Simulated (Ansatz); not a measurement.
TlBr (Cmcm, No. 63, 4 atoms in the cell; start mp-568949; a measured phase of this formula has another space group) was calculated with HSE06 (plane waves, PAW; Ansatz, a first-principles code).

Numerical settings: plane-wave cutoff 460 eV, 6×6×6 k mesh, Fermi–Dirac smearing 0.01 eV, scalar-relativistic PAW data made under PBE.

Cell (relaxed with PBE-D3(BJ)):

```cif
data_Br4Tl4
_chemical_formula_sum 'Tl4 Br4'
_space_group_name_H-M_alt 'Cmcm'
_space_group_IT_number 63
_space_group_name_Hall '-C 2c 2'
_cell_length_a 4.36647
_cell_length_b 12.38428
_cell_length_c 4.99218
_cell_angle_alpha 90.000
_cell_angle_beta 90.000
_cell_angle_gamma 90.000
loop_
_space_group_symop_operation_xyz
  'x, y, z'
  '-x, -y, -z'
  '-x, -y, z+1/2'
  'x, y, -z+1/2'
  'x, -y, -z'
  '-x, y, z'
  '-x, y, -z+1/2'
  'x, -y, z+1/2'
  'x+1/2, y+1/2, z'
  '-x+1/2, -y+1/2, -z'
  '-x+1/2, -y+1/2, z+1/2'
  'x+1/2, y+1/2, -z+1/2'
  'x+1/2, -y+1/2, -z'
  '-x+1/2, y+1/2, z'
  '-x+1/2, y+1/2, -z+1/2'
  'x+1/2, -y+1/2, z+1/2'
loop_
_atom_site_label
_atom_site_type_symbol
_atom_site_symmetry_multiplicity
_atom_site_Wyckoff_symbol
_atom_site_fract_x
_atom_site_fract_y
_atom_site_fract_z
_atom_site_occupancy
Tl1 Tl 4 c 0.00000 0.38765 0.25000 1
Br1 Br 4 c 0.00000 0.13436 0.25000 1
```
(The calculation used a cell of 4 atoms; values per cell refer to that cell.)

Q: Give the computed band gap and direct gap at Γ.

A: 
- band gap: 2.75 eV
- direct gap at Γ: 6.85 eV

Note: cell and atoms aren't relaxed at this level (pressure 0.9 GPa).

Spin–orbit coupling is not included; with these elements it can move the gap by several tenths of an eV or more.

Computed values are for the static lattice.

The result took around 15 core-minutes (rough).

A start named mp-… is a Materials Project structure, which need not be a measured phase.
